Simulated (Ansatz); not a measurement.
An Ansatz (a first-principles code) run: Zr with a change (Zr → Y); PBEsol (Ansatz, PAW, spin-orbit coupling left out).

Input:

Ansatz 0.2 input:
```yaml
crystal:
  lattice:
    - [3.5994212203, 0, 0]
    - [-1.7997106102, 3.1171902157, 0]
    - [0, 0, 5.5870919449]
  atoms:
    - { symbol: Y, position: [0.3333333333, 0.6666666667, 0.75] }
    - { symbol: Y, position: [0.6666666667, 0.3333333333, 0.25] }
basis: { ecutwfc: 420, ecutrho_ratio: 4, xc_grid: 2, fft_grid_basis: typed }
kpoints: { mp_grid: { grid: [15, 15, 9] } }
hamiltonian:
  xc: pbesol
  dispersion: none
  pseudopotentials: { kind: paw }
scf: { occupations: { method: fermi_dirac, width: 0.05 }, convergence: { dr2_threshold: 0.0000000002 } }
output: { forces: true, stress: true }
checkpoint: { write: state.ck, write_every: 1000 }
```

Output (explanatory and most iteration lines left out):

```
Pseudopotential: Y, paw, valence charge 11
Crystal: 2 atoms, lattice volume = 62.688 Å³
Basis set: ecut = 420 eV, 1207 PW (Γ), exchange–correlation on 50×50×80 points (8 copies of the dense FFT grid, shifted against one another)
Bands: 15, of which v1, the nominal top of the filled ones, is band 11 counted from 1 (10 counted from 0)
Symmetry: 24 space group operations
Space group: P63/mmc (ITA 194), of the structure as read, at distance tolerance 4.0e-5 Å
k-points: 135 of 2025
Functional: x = pbesol(κ = 0.804, μ = 0.12345679012345678), c = pbesol(β = 0.046)
SCF iter   1: F=—  HF=-7590.159433 eV  |F-HF|=—  |Δ(HF+E_count)|=         —  Δρ=2.41e-3  dr2=2.77e-3  ethr=1.77e-3  ⟨swp⟩=4.4  Hψ=8954  notcnv=0
SCF iter   2: F=—  HF=-7590.158940 eV  |F-HF|=—  |Δ(HF+E_count)|=   4.93e-4  Δρ=1.34e-3  dr2=9.00e-4  ethr=1.26e-5  ⟨swp⟩=2.2  Hψ=4249  notcnv=0
SCF 1 converged in 8 iterations: F = -7590.158793 eV  dr2 = 1.04e-11
SCF converged after 8 iterations
Free energy (F): -7590.158793 eV
Internal energy: -7590.126684 eV  (E = F + TS)
E sigma→0 (E₀):  -7590.142739 eV
Entropy (-TS):   -0.032109 eV (-16.054 meV/atom)
Fermi energy:    9.752784 eV
--- Forces (eV/Å), atoms counted from 1 ---
  atom   1  Y      0.00000000    -0.00000000     0.00000000
  atom   2  Y     -0.00000000     0.00000000    -0.00000000
--- Stress (GPa, compression-positive) ---
        0.003979      -0.000000       0.000000
       -0.000000       0.003979       0.000000
        0.000000       0.000000       0.001537
  P = ⅓ Tr σ = 0.0032 GPa (0.032 kbar)
```

No phonon test of stability was made. All final runs are without spin polarisation. The cell was made from Zr by this change: Zr → Y.
